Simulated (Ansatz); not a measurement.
The parent structure is TiN in the rock salt structure (space group Fm-3m, No. 225; a = 4.2044 Å; relaxed with 0.1 eV smearing). Axes: x, y, z lie along the cube axes.

Structures relaxed with PBEsol (Ansatz, a first-principles code), spin-orbit coupling left out, earlier PAW set.

Base:

Simulated powder pattern, Cu Kα1, λ = 1.54056 Å (kinematic, ideal powder, no thermal factors, no anomalous dispersion; the 10 strongest lines at most, above 2 %, up to 2θ = 90°):

```csv
2θ (°),I/Imax (%),hkl
37.00,68,(111)
42.99,100,(200)
62.42,55,(220)
74.84,24,(311)
78.79,17,(222)
```

After one change:

Simulated powder pattern, Cu Kα1, λ = 1.54056 Å (kinematic, ideal powder, no thermal factors, no anomalous dispersion; the 10 strongest lines at most, above 2 %, up to 2θ = 90°):

```
2θ (°)  I/Imax (%)
------  ----------
36.08           53
37.07           50
41.91           53
42.78          100
60.76           15
61.43           57
63.43           13
73.36           19
76.55           14
78.96           12
```

### Question
Which of these changes matches the shifts?
(A) strain tensor (xx, yy, zz, yz, xz, xy) = (+0.82, −0.32, −0.75, −0.68, −0.29, −0.48) %
(B) strain tensor (xx, yy, zz, yz, xz, xy) = (+0.31, −0.33, +0.40, −0.90, +0.17, −0.27) %
(C) biaxial strain +2.46 %, plane normal [110], relaxed out of plane
(D) uniaxial strain ε_yy = +3.85 %

### Answer
C, biaxial strain +2.46 %, plane normal [110], relaxed out of plane. Its volume per atom is 9.61 Å³ against 9.29 Å³, and its space group is Immm (No. 71).

A biaxial case was relaxed in a doubled cell and then solved in the primitive one. Whether these cells are dynamically stable was not tested. All final runs are without spin polarisation.
